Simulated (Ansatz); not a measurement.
Fermi-surface data of Ni3Si under load (space group P4/mmm)

Data:

```xyz
4
Lattice="3.4515 0.0000 0.0000 0.0000 3.4515 0.0000 0.0000 0.0000 3.4904" Properties=species:S:1:pos:R:3 pbc="T T T"
Si     0.0000     0.0000     0.0000
Ni     0.0000     1.7257     1.7452
Ni     1.7257     0.0000     1.7452
Ni     1.7257     1.7257     0.0000
```

Level of theory: PBEsol, rigid bands (plane waves, PAW, scalar-relativistic; Ansatz, an electronic-structure program). Condition of this run: uniaxial stress zz = -2 GPa (compression positive) (the target of the relaxation). Cell: cell and atoms relaxed with PBEsol, then loaded as said.

```yaml
density of states at the Fermi level: 2.11 states/(eV·cell), both spins
bare Sommerfeld coefficient: 1.25 mJ/(mol of atoms·K²)
drude_plasma_energy: 1.87 (x), 1.87 (y), 1.76 (z) eV
root-mean-square Fermi velocity: 1.6e5 m/s
resistivity times τ: 140 (x), 140 (y), 158 (z) ×10⁻²² Ω·m·s
```

A metal at this level (no band gap); rigid bands, thermally averaged at 300 K, both spins. Spin-orbit coupling is left out. τ is one relaxation time for all states.

Computed structure with no diffraction record at hand here (it may be known, metastable or hypothetical): Ni3Si under load (space group P4/mmm). Treated as nonmagnetic (a ferromagnetic start lost its moment, other orders weren't tried): Ni3Si under load (space group P4/mmm).
